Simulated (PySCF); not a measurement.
PySCF 2.14.0, PBE/def2-tzvp: Zr(Cl)3(I) ([Cl][Zr]([Cl])([Cl])[I]), 5 atoms. The geometry is a generated start, not checked to be a minimum at this level.

```yaml
task: energy
method: pbe
basis: def2-tzvp
two_electron_scheme: exact four-centre integrals
mol.max_memory: 3000 MB
mf.init_guess: minao (default)
mf.DIIS: CDIIS (default)
mf.diis_space: 8 (default)
mf.conv_tol: 1e-09 (default)
mf.grids.level: 3 (default)
effective_core_potentials: those of the basis set, past Kr
basis_functions: 201
grid_points: 100992
```

Hardware: Arm Neoverse V2, 96 cores on 1 socket, no SMT, 1 L3 cache group.

Run on 32 threads, 32 BLAS threads, it takes 13 s from launch to exit:

```bash
OMP_NUM_THREADS=32 python -u run.py
```

From its output:

```
[INPUT] num. atoms = 5
[INPUT] num. electrons = 88
number of NR cGTOs = 201
basis = def2-tzvp
method = RKS
initial guess = minao
DIIS = <class 'pyscf.scf.diis.CDIIS'>
diis_space = 8
direct_scf = True
direct_scf_tol = 1e-13
max_memory 3000 MB (current use 108 MB)
XC functionals = pbe
grids dens level: 3
tot grids = 100992
integrals held in memory: True
...
    CPU time for setting up grids      0.16 sec, wall time      0.10 sec
    CPU time for vxc      2.73 sec, wall time      0.10 sec
init E= -1677.95904766478
    CPU time for initialize scf     38.66 sec, wall time      1.45 sec
    CPU time for vxc      3.77 sec, wall time      0.14 sec
cycle= 1 E= -1714.58936066022  delta_E= -36.6  |g|= 6.67  |ddm|= 19.9
    CPU time for cycle= 1      7.44 sec, wall time      0.26 sec
    CPU time for vxc      3.63 sec, wall time      0.14 sec
cycle= 2 E= -1560.14097450881  delta_E=  154  |g|=   14  |ddm|= 37.3
    CPU time for cycle= 2     13.49 sec, wall time      0.47 sec
    CPU time for vxc      3.41 sec, wall time      0.13 sec
cycle= 3 E= -1688.12067524135  delta_E= -128  |g|= 8.51  |ddm|= 38.1
    CPU time for cycle= 3      9.59 sec, wall time      0.34 sec
    CPU time for vxc      4.06 sec, wall time      0.15 sec
cycle= 4 E= -1718.08136396675  delta_E=  -30  |g|= 3.24  |ddm|= 11.9
    CPU time for cycle= 4      8.12 sec, wall time      0.28 sec
    CPU time for vxc      3.50 sec, wall time      0.14 sec
cycle= 5 E= -1676.45294175956  delta_E= 41.6  |g|= 9.46  |ddm|= 14.6
    CPU time for cycle= 5      9.87 sec, wall time      0.34 sec
    CPU time for vxc      3.44 sec, wall time      0.14 sec
...
    CPU time for cycle= 24     10.08 sec, wall time      0.36 sec
    CPU time for vxc      3.75 sec, wall time      0.14 sec
cycle= 25 E= -1725.15800433552  delta_E= -7.22e-07  |g|= 0.000547  |ddm|= 0.00183
    CPU time for cycle= 25     12.26 sec, wall time      0.42 sec
    CPU time for vxc      4.03 sec, wall time      0.15 sec
cycle= 26 E= -1725.15800439023  delta_E= -5.47e-08  |g|= 0.000269  |ddm|= 0.000664
    CPU time for cycle= 26     11.89 sec, wall time      0.42 sec
    CPU time for vxc      3.75 sec, wall time      0.15 sec
cycle= 27 E= -1725.15800441166  delta_E= -2.14e-08  |g|= 7.63e-05  |ddm|= 0.00031
    CPU time for cycle= 27      9.70 sec, wall time      0.34 sec
    CPU time for vxc      4.05 sec, wall time      0.15 sec
cycle= 28 E= -1725.15800441309  delta_E= -1.44e-09  |g|= 2.01e-05  |ddm|= 7.83e-05
    CPU time for cycle= 28      9.51 sec, wall time      0.33 sec
    CPU time for vxc      3.87 sec, wall time      0.15 sec
cycle= 29 E= -1725.15800441317  delta_E= -7.82e-11  |g|= 1.05e-05  |ddm|= 2.11e-05
    CPU time for cycle= 29     11.14 sec, wall time      0.39 sec
    CPU time for vxc      3.46 sec, wall time      0.14 sec
    CPU time for scf_cycle    359.43 sec, wall time     12.71 sec
    CPU time for SCF    359.43 sec, wall time     12.71 sec
converged SCF energy = -1725.15800441313
SCF converged: True
wall of the SCF part: 12.718 s
```

Times are wall-clock medians of two to five runs, from launch to exit, with nothing else on the machine. Processes are pinned to neighbouring cores unless said otherwise. The build: PyPI wheel: OpenMP (GNU), a bundled serial OpenBLAS 0.3.3 under its C layer, NumPy's threaded OpenBLAS held to generic ARMv8 kernels, libcint, Libxc; another build can shift the numbers. Scratch files lie in a memory file system. This build's BLAS runs threads of its own beside OpenMP's, on the same cores; «BLAS threads» counts them.

Problem. What holds this run back, and which change relieves it on the same cores with the result kept within 1.0 meV/atom in energy?

Solution. The largest part is the rest of the SCF (stored integrals and their contraction, diagonalisation, DIIS), 62 % of the time. One change that relieves it (others may too): going from 32 threads, 32 BLAS threads to 32 threads, 1 BLAS thread, the fastest of the measured ones that keep the result: 13 s to 5.5 s (2.4× as fast). The largest move is in the rest of the SCF (stored integrals and their contraction, diagonalisation, DIIS): 8.2 s to 1.9 s. The slower run has 32 BLAS threads beside the program's own on the same cores, and burns 3 times the CPU time. These two results differ by: energy equal as printed. Others tried: 32 threads, 4 BLAS threads (6.4 s). 2 planned settings were not run, for want of time.
